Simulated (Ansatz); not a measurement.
The parent structure is GaN in the wurtzite structure (space group P6_3mc, No. 186).

```xyz
4
Lattice="3.1831 0.0000 0.0000 -1.5916 2.7567 0.0000 0.0000 0.0000 5.1836" Properties=species:S:1:pos:R:3 pbc="T T T"
Ga     1.5916     0.9189     0.0051
Ga     0.0000     1.8378     2.5969
N      1.5916     0.9189     3.2357
N      0.0000     1.8378     0.6439
```

Cartesian axes are those of the cell as printed.

All numbers come from DFT with r2SCAN, PAW potentials and a 500 eV plane-wave cutoff in Ansatz (an electronic-structure program), scalar-relativistic without spin-orbit coupling.

Before the change:

The pressure comes out as 0.0 kbar. The valence-band top at Γ comes out as 0.00, 0.00, -0.04 eV.

Modification: biaxial strain +3.84 %, plane normal [001], relaxed out of plane (Cartesian); in-plane vectors clamped, the third vector and the atoms free.

**Question.** Predict the new pressure and valence-band top at Γ.

**Answer.** The pressure (mean of the normal stresses, compression positive) goes from zero to -98.8 kbar; the valence-band top at Γ (three highest levels, from the VBM) becomes 0.00, -0.22, -0.22 eV (base: 0.00, 0.00, -0.04 eV).

The levels and masses belong to the bands next to the band gap. No phonon test of stability was made.
